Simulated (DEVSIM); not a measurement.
Structure: Schottky contact on n-type GaAs, at 300 K.

Layer 1 from the left is GaAs, thickness (μm) 3.60, Nd (cm⁻³) 2e16, τn (s) 6.3e-9, τp (s) 6.3e-9.

Left contact: Schottky, work function 5.11 eV, emission velocity 3.4e6 cm/s. Right contact: ohmic. Voltage is applied to the left contact. Recombination: SRH at mid-gap. Mobility is μmin + (μ − μmin)/(1 + (N/Nref)^α).

The device is made up for the run: typed textbook-type constants, with dimensions and the other settings drawn at random. Values at 300 K.

GaAs: gap (eV) 1.424, affinity (eV) 4.07, permittivity 12.9, Nc (cm⁻³) 4.7e17, Nv (cm⁻³) 9e18, μn (cm²/Vs) 8500, μp (cm²/Vs) 400, μn,min 500, μp,min 20, Nref,n 6e16, Nref,p 1.5e17, αn 0.39, αp 0.38.

Simulated with DEVSIM: 1D drift-diffusion, Boltzmann statistics, complete ionisation; no tunnelling, impact ionisation, image-force lowering or self-heating. Metal contacts follow the ideal Schottky-Mott rule: no Fermi-level pinning, no interface dipoles.

Dark forward current:

| |V| (V) | |J| (A/cm²) |
|---|---|
| 0.05 | 8.235e-11 |
| 0.10 | 3.090e-10 |
| 0.15 | 1.061e-9 |
| 0.20 | 4.111e-9 |
| 0.25 | 1.943e-8 |
| 0.30 | 1.097e-7 |
| 0.35 | 6.918e-7 |
| 0.40 | 4.601e-6 |
| 0.45 | 3.132e-5 |
| 0.50 | 0.0002151 |
| 0.55 | 0.001483 |
| 0.60 | 0.01024 |
| 0.65 | 0.07070 |
| 0.70 | 0.4879 |
| 0.75 | 3.357 |
| 0.80 | 22.76 |
| 0.85 | 141.9 |
| 0.90 | 646.3 |
| 0.95 | 1777 |
| 1.00 | 3372 |

### Question
Work out the local ideality factor n = ΔV / (kT/q · ln(J2/J1)) between the rows 0.15 and 0.20 V, 0.55 and 0.60 V, 0.95 and 1.00 V.

### Answer
kT/q = 25.85 mV. From 0.15 to 0.20 V: ln(4.111e-9/1.061e-9) = 1.354, n = 1.43. From 0.55 to 0.60 V: ln(0.01024/0.001483) = 1.932, n = 1.00, near the 1 of diffusion or emission over a barrier. From 0.95 to 1.00 V: ln(3372/1777) = 0.641, n = 3.02; the layers' resistance at their doping, Σ W/(qμN) = 2.1e-5 Ω cm², would take 34 mV of this step of 50 mV.

### Question
Estimate the current at 0.55 V for emission alone, J0 = q v N_band exp(−φB/kT), and read the barrier back from the simulated current.

### Answer
φB = 1.040 eV, N_band = 4.70e17 cm⁻³, J0 = 8.62e-13 A/cm²; J = J0 (exp(qV/kT) − 1) = 0.00150 A/cm². The simulation gives 0.00148 A/cm²; the estimate lies 1.1 % above. Read backwards, the simulated current gives an apparent barrier of 1.040 eV. The estimate leaves out transport through the depletion region and minority injection.
